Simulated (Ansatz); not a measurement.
Ansatz (a quantum-chemistry and plane-wave program) run on Ba2CuClO2 (R3m, 6 atoms in the cell): relaxation of the atoms.

Level of theory: LDA (PW92), default PAW files made with PBE (plane waves; Ansatz).

The change in words: one atom moved by 0.15 angstrom; relax: default → atoms; relax.f_tol: default → 0.001 eV/Å. Reference geometry:
```yaml
crystal:
  lattice:
    - [2.15433, 1.24381, 9.56049]
    - [-2.15433, 1.24381, 9.56049]
    - [0.00000, -2.48761, 9.56049]
  atoms:
    - { symbol: Ba, position: [0.25487, 0.25487, 0.25487] }
    - { symbol: Ba, position: [0.74513, 0.74513, 0.74513] }
    - { symbol: Cu, position: [0.50000, 0.50000, 0.50000] }
    - { symbol: Cl, position: [0.00000, 0.00000, 0.00000] }
    - { symbol: O, position: [0.43698, 0.43698, 0.43698] }
    - { symbol: O, position: [0.56302, 0.56302, 0.56302] }
```

Reference input (self-consistent single point, DFT, LDA (PW92), plane waves, default PAW files made with PBE): basis.ecutwfc = 30.9 Ry; kpoints.mp_grid.grid = 7 7 7; hamiltonian.xc = lda; hamiltonian.pseudopotentials = {kind: paw} (the program's default PAW files); scf.occupations.method = fixed. This run's input differs from it in these lines:

```diff
@@ -7,3 +7,3 @@
   atoms:
-    - { symbol: Ba, position: [0.25486900, 0.25486900, 0.25486900] }
+    - { symbol: Ba, position: [0.26009900, 0.26009900, 0.26009900] }
     - { symbol: Ba, position: [0.74513100, 0.74513100, 0.74513100] }
@@ -25,2 +25,4 @@
     method: fixed
+relax:
+  f_tol: 0.001
 output:
```

Log, with long lists cut:

```
   [... SCF lines of the steps left out ...]
relax step   1: F+E_penalty+E_count = -20277.12783683 eV  Δ(F+E_penalty+E_count) = +0.000e0 eV  max|allowed force component| = 9.040e-1 eV/Å  Δτ_max = 0.0000 Å  (9 SCF iters, dr2 threshold 1.00e-7 eV, accepted)
relax step   2: F+E_penalty+E_count = -20277.20252355 eV  Δ(F+E_penalty+E_count) = -7.469e-2 eV  max|allowed force component| = 6.416e-1 eV/Å  Δτ_max = 0.1982 Å  (8 SCF iters, dr2 threshold 5.11e-5 eV, accepted)
   [... lines left out ...]
relax step   5: F+E_penalty+E_count = -20277.22862057 eV  Δ(F+E_penalty+E_count) = -5.123e-4 eV  max|allowed force component| = 1.537e-3 eV/Å  Δτ_max = 0.0161 Å  (7 SCF iters, dr2 threshold 1.03e-7 eV, accepted)
relax step   6: F+E_penalty+E_count = -20277.22862059 eV  Δ(F+E_penalty+E_count) = -2.303e-8 eV  max|allowed force component| = 1.537e-3 eV/Å  Δτ_max = 0.0000 Å  (5 SCF iters, accepted)
relax step   7: F+E_penalty+E_count = -20277.22862137 eV  Δ(F+E_penalty+E_count) = -7.732e-7 eV  max|allowed force component| = 1.610e-4 eV/Å  Δτ_max = 0.0006 Å  (6 SCF iters, accepted)
the relaxation is at rest under the 6 symmetry operations that the run kept from its start: a minimum is not shown …
Free energy (F): -20277.228621 eV
Internal energy: -20277.228621 eV  (E = F + TS)
E sigma→0 (E₀):  -20277.228621 eV
Fermi energy:    5.892644 eV
--- Forces (eV/Å), atoms counted from 1 ---
  atom   1  Ba     0.00000000    -0.00000000    -0.00010614
  atom   2  Ba     0.00000000     0.00000000     0.00000456
  atom   3  Cu     0.00000000    -0.00000000    -0.00000946
  atom   4  Cl    -0.00000000     0.00000000     0.00006635
  atom   5  O      0.00000000     0.00000000     0.00015903
  atom   6  O      0.00000000    -0.00000000    -0.00012587
--- Stress (GPa, compression-positive) ---
   [... lines left out ...]
    - { symbol: Cu, position: [0.5008717392237251, 0.5008717392237251, 0.5008717392237251] }
    - { symbol: Cl, position: [0.0008706898866751829, 0.0008706898866751829, 0.0008706898866751834] }
    - { symbol: O, position: [0.43889900209591953, 0.43889900209591953, 0.43889900209591953] }
    - { symbol: O, position: [0.5628443276139568, 0.5628443276139568, 0.5628443276139568] }
```

The run converged. 

Summary of the result:
* **Free energy E − TS (on the zero of these files)**: -20277.2286 eV
* **Top of the valence band (on the code's own zero)**: 5.89 eV
* **Gap on the k-point mesh**: 2.19 eV
* **Pressure**: -4.05 GPa
* **Relaxation steps**: 7

The starting cell comes from a database of computed structures (which also holds hypothetical and non-ambient phases and stackings), without a prior relaxation at this level. Its lattice was rescaled by up to half a per cent. For this run, on top of that: one atom moved by 0.15 angstrom. The relaxation keeps the symmetry of its start, so its end need not be a minimum. Ansatz's pressure includes its estimate of the finite-basis (Pulay) stress.

Cost on one core of a shared machine: roughly 3 min.

Keys are those of Ansatz 0.2.
